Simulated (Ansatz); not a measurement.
Start from BaF2 in the fluorite structure (space group Fm-3m, No. 225).

```yaml
crystal:
  lattice:
    - [0.00000, 3.06871, 3.06871]
    - [3.06871, 0.00000, 3.06871]
    - [3.06871, 3.06871, 0.00000]
  atoms:
    - { symbol: Ba, position: [0.00000, 0.00000, 0.00000] }
    - { symbol: F, position: [0.25000, 0.25000, 0.25000] }
    - { symbol: F, position: [0.75000, 0.75000, 0.75000] }
```

Level of theory: PBEsol (Ansatz, an electronic-structure program), without spin-orbit coupling.

One change was made to it. Results:

```csv
quantity,base,after
band gap,6.83 eV,6.68 eV
width of the top valence band,0.26 eV,0.22 eV
lattice parameter a,6.137 Å,6.209 Å
```

Task: Name the change that was made.
A) pressure 30 GPa
B) pressure 75 GPa
C) pressure 7 GPa
D) pressure −1 GPa
E) pressure −2 GPa

Result: E, pressure −2 GPa. For comparison, the band gap in the other runs: pressure −1 GPa gives 6.76 eV; pressure 30 GPa gives 7.44 eV; pressure 7 GPa gives 7.19 eV; pressure 75 GPa gives 6.88 eV.

Load acts through the strain it causes; cell and atoms are relaxed under it. No phonon test of stability was made. No other phases were tried under pressure.
